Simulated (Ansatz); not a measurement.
**Hypothetical P6_422 BeS: carrier doping**

The reference is BeS (space group P6_422, No. 181; a = 3.452 Å, c = 7.812 Å; a hypothetical phase, not in the database extracts checked).

Carriers are added at fixed cell with a uniform background; the Fermi–Dirac width is that of 300 K.

Level of theory: PBE in Ansatz (plane waves to 420 eV, PAW, no SOC).

Notes on the quantities. Fermi level from band edge: Fermi level relative to the doped band's edge (positive inside the band; to 0.05 eV).

```tsv
hole density (10^21 cm⁻³)	Fermi level from band edge (eV)
3	0.45
7	?
10	0.80
20	0.95
```

Problem. Fit E_F = C n^s, fitted as a line in log–log form (a parabolic band gives s = 2/3) to the rows shown and predict the withheld row.

Solution. Least squares on the printed values gives C = 0.30 eV, s = 0.40 (largest residual 0.05 eV); this predicts 0.65 eV, and the run gives 0.70 eV, in agreement.

Charged cell with a jellium background: band edges are those of the host's band count, energies are not comparable with the neutral cell, and many-body gap narrowing is missing. Whether these cells are dynamically stable was not tested. The base started in P3_121 and relaxed to P6_422 at this level.

Ansatz is an electronic-structure program.
